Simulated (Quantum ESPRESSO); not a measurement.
Troubleshooting Quantum ESPRESSO: a failed run on LaMg₆Ga (Amm2, 8 atoms in the cell). The aim is a self-consistent single point with DFT, PBEsol, plane waves, GBRV 1.5 ultrasoft (PBESOL) pseudopotentials.

Cell that was meant: a = 5.1257 Å, b = 6.7934 Å, c = 6.7934 Å, α = 60.08°, β = 90.00°, γ = 90.00°.

Part of the input:

```fortran
/
&ELECTRONS
    conv_thr = 1.0d-10,
    electron_maxstep = 2,
/
ATOMIC_SPECIES
La   138.9055  la_pbesol_v1.uspp.F.UPF
```

Output (repeated stretches shortened):

```
     Self-consistent Calculation

     iteration #  1     ecut=    50.00 Ry     beta= 0.70

     negative rho (up, down):  3.960E-02 0.000E+00

     total energy              =   -1265.51219801 Ry
     estimated scf accuracy    <       4.41555479 Ry

     iteration #  2     ecut=    50.00 Ry     beta= 0.70

     negative rho (up, down):  4.877E-02 0.000E+00

     total energy              =   -1267.05035184 Ry
     estimated scf accuracy    <       5.67700511 Ry
     End of self-consistent calculation

     convergence NOT achieved after   2 iterations: stopping

   JOB DONE.
```

### Question
Diagnose the run.

### Answer
The fault is an iteration limit that is too low. The loop is cut before its threshold is met, so whatever is printed at the end is not self-consistent. To fix it, raise the limit, or leave it to the default. The run ended unconverged after 2 iterations.

An input that runs soundly differs in these lines (not the only fix; some lines may just follow from the change or write a value another way):
```diff
-    electron_maxstep = 2,
```

With that input, the run converged in 14 iterations: free energy E − TS -17250.6972 eV; Fermi level (on the code's own zero) 6.38 eV; pressure -2.37 GPa; largest force (vector length) 0.074 eV/Å (DFT, PBEsol, plane waves, GBRV 1.5 ultrasoft (PBESOL) pseudopotentials).

On the sound input: the starting cell comes from a database of computed structures (which also holds hypothetical and non-ambient phases and stackings), without a prior relaxation at this level. Its lattice was rescaled by a random factor within 2.5 % of one.
